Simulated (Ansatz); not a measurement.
```xyz
4
Lattice="3.7976 0.0000 0.0000 -1.8988 3.2888 0.0000 0.0000 0.0000 6.1101" Properties=species:S:1:pos:R:3 pbc="T T T"
Zn     0.0000     2.1925    -0.0093
Zn     1.8988     1.0963     3.0458
S      0.0000     2.1925     2.3005
S      1.8988     1.0963     5.3556
```

Calculation: PBE with spin-orbit coupling, rigid bands (plane waves, PAW; Ansatz, an electronic-structure program). Condition of this run: uniaxial stress along c of 2 GPa (compression positive) (the target of the relaxation). How the cell was made: cell and atoms relaxed with PBEsol, then loaded as said.

What conductivity effective mass do dilute electrons have at 300 K?

0.199 (x), 0.199 (y), 0.184 (z) mₑ.

What conductivity effective mass do dilute holes have at 300 K?

1.24 (x), 1.24 (y), 1.03 (z) mₑ.

And the band gap?

2.35 eV at this level; semilocal functionals usually fall short of the measured gap.

Rigid bands, one relaxation time for all states, no polarons. Geometry: cell and atoms relaxed with PBEsol.
